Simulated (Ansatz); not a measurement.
Base system: Au in the fcc (Cu type) structure (space group Fm-3m, No. 225; a = 4.0477 Å; relaxed with 0.1 eV smearing). Axes: x, y, z lie along the cube axes.

Level of theory: LDA (Ansatz, an electronic-structure program), spin-orbit coupling left out.

Now apply this change: the cell is compressed by 1.00 % along z with no lateral relaxation; the atoms relax in the strained cell.

Question: Predict the stress tensor and what it implies for the stiffness.

Answer: Stress of the strained cell less that of the base (GPa, compression positive):
```
    1.9     0.0     0.0
    0.0     1.9     0.0
    0.0     0.0     2.2
```

Then −Δσ_ii/ε with ε = -0.0100 gives relaxed-ion elastic constants: C33 ≈ 223 GPa, C13 ≈ 190 GPa and C23 ≈ 190 GPa.

Stability against distortions was not tested.
